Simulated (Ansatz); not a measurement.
The starting structures come from a database of crystals and need not be the phases stable at ambient conditions.

 Where the default PAW files enter, the runs use the earlier of Ansatz's two default sets.

**Evanescent states of Cd(RhO₂)₂ (Fd-3m, spinel, not sure to be the ambient phase, 14 atoms a cell, 12.2 Å³ an atom) along the normal of (111)**

These are r2SCAN (plane waves, PAW; Ansatz, an electronic-structure program) values and carry that method's errors.

No gap correction and no spin-orbit coupling; mid-gap values are interpolated between computed energies.

Energies count from the valence-band top; κ is the least over a 6×6 mesh across the current.

```json
[
 {"E (eV)": "0.04", "κ (1/Å)": "0.140", "where": "off Γ"},
 {"E (eV)": "0.12", "κ (1/Å)": "0.235", "where": "off Γ"},
 {"E (eV)": "0.20", "κ (1/Å)": "0.265", "where": "off Γ"},
 {"E (eV)": "0.28", "κ (1/Å)": "0.271", "where": "off Γ"},
 {"E (eV)": "0.36", "κ (1/Å)": "?", "where": "off Γ"},
 {"E (eV)": "0.44", "κ (1/Å)": "?", "where": "off Γ"},
 {"E (eV)": "0.52", "κ (1/Å)": "?", "where": "off Γ"},
 {"E (eV)": "0.60", "κ (1/Å)": "?", "where": "off Γ"},
 {"E (eV)": "0.68", "κ (1/Å)": "?", "where": "off Γ"},
 {"E (eV)": "0.76", "κ (1/Å)": "?", "where": "off Γ"},
 {"E (eV)": "0.84", "κ (1/Å)": "?", "where": "off Γ"},
 {"E (eV)": "0.92", "κ (1/Å)": "?", "where": "off Γ"},
 {"E (eV)": "1.00", "κ (1/Å)": "0.191", "where": "off Γ"},
 {"E (eV)": "1.08", "κ (1/Å)": "0.164", "where": "off Γ"},
 {"E (eV)": "1.16", "κ (1/Å)": "0.128", "where": "off Γ"},
 {"E (eV)": "1.24", "κ (1/Å)": "0.072", "where": "off Γ"}
]
```

Question: Complete the blanks.

Answer: 
- 0.36, κ (1/Å): 0.274
- 0.44, κ (1/Å): 0.275
- 0.52, κ (1/Å): 0.272
- 0.60, κ (1/Å): 0.266
- 0.68, κ (1/Å): 0.257
- 0.76, κ (1/Å): 0.246
- 0.84, κ (1/Å): 0.231
- 0.92, κ (1/Å): 0.213
